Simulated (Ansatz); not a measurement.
We consider CsCl-type CuZn, described by r²SCANh (Ansatz, a first-principles code, plane waves, PAW).

Settings: plane-wave cutoff 520 eV, 10×10×10 k mesh, Fermi–Dirac smearing 0.05 eV, no spin polarisation, scalar-relativistic PAW data made under PBE.

Equation-of-state points:

```tsv
V (Å³/atom)	E − E_lowest (meV/atom)	P (GPa)
11.868	13.63	7.61
12.180	2.84	3.56
12.363	0.00	1.45
12.805	2.32	-2.98
13.117	10.73	-5.59
```

Question: Estimate the bulk modulus from the pressures at 12.363 and 12.805 Å³/atom, and compare it with a fit to all energies.

Answer: B = −V dP/dV. Between V = 12.363 and 12.805 Å³/atom, dP/dV = (-2.98 − (1.45))/(12.805 − 12.363) = -10.0 GPa per Å³/atom; at the midpoint 12.584 Å³/atom this gives B ≈ 126 GPa. The third-order Birch–Murnaghan fit gives V0 = 12.498 Å³/atom, B0 = 130 GPa, B′ = 4.8, which lies 3 % above that estimate.

Measured, for comparison: bulk modulus 116 GPa (temperature not stated, not corrected to a static lattice; as tabulated in Nepal et al. (2020), arXiv:2007.11150); equilibrium volume per atom 12.93 Å³/atom (temperature not stated, not corrected to a static lattice; as tabulated in First-Principles Study on the Electrical and Thermal Conductivities of Cu–Zn …). Computed (rounded) less measured: bulk modulus +12 %, equilibrium volume per atom -3.3 %.

Note: the run has no spin polarisation, so it can have missed a magnetic state.

Computed values are for the static lattice.
